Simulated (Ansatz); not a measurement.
Pressure series in SrO

Base system: SrO in the rock salt structure (space group Fm-3m, No. 225; a = 5.1950 Å).

Cell and atoms are relaxed at each pressure.

Levels (all Ansatz, a program for electronic structure, PAW): PBE (420 eV, spin-orbit coupling left out); r2SCAN (500 eV, no SOC).

The base cell above is that of PBE; each level relaxes its own structures.

```json
[
 {"case": "pressure −2 GPa", "lattice parameter a, PBE": "5.238 Å", "lattice parameter a, r2SCAN": "5.199 Å"},
 {"case": "pressure −1 GPa", "lattice parameter a, PBE": "5.216 Å", "lattice parameter a, r2SCAN": "5.179 Å"},
 {"case": "pressure 0.3 GPa", "lattice parameter a, PBE": "5.189 Å", "lattice parameter a, r2SCAN": "5.154 Å"},
 {"case": "pressure 0.7 GPa", "lattice parameter a, PBE": "5.181 Å", "lattice parameter a, r2SCAN": "5.147 Å"},
 {"case": "pressure 1.5 GPa", "lattice parameter a, PBE": "5.166 Å", "lattice parameter a, r2SCAN": "5.133 Å"},
 {"case": "pressure 3 GPa", "lattice parameter a, PBE": "5.138 Å", "lattice parameter a, r2SCAN": "5.108 Å"},
 {"case": "pressure 5 GPa", "lattice parameter a, PBE": "5.105 Å", "lattice parameter a, r2SCAN": "5.078 Å"},
 {"case": "pressure 7.5 GPa", "lattice parameter a, PBE": "5.067 Å", "lattice parameter a, r2SCAN": "5.043 Å"},
 {"case": "pressure 10 GPa", "lattice parameter a, PBE": "5.032 Å", "lattice parameter a, r2SCAN": "5.011 Å"}
]
```

PBE lies above r2SCAN in every row, by 0.021 Å to 0.040 Å. They put the cases in the same order.

For one case the stability test of the SCF state gave doubtful readings. Load acts through the strain it causes; cell and atoms are relaxed under it. Whether these cells are dynamically stable was not tested. Competing high-pressure phases were not computed.
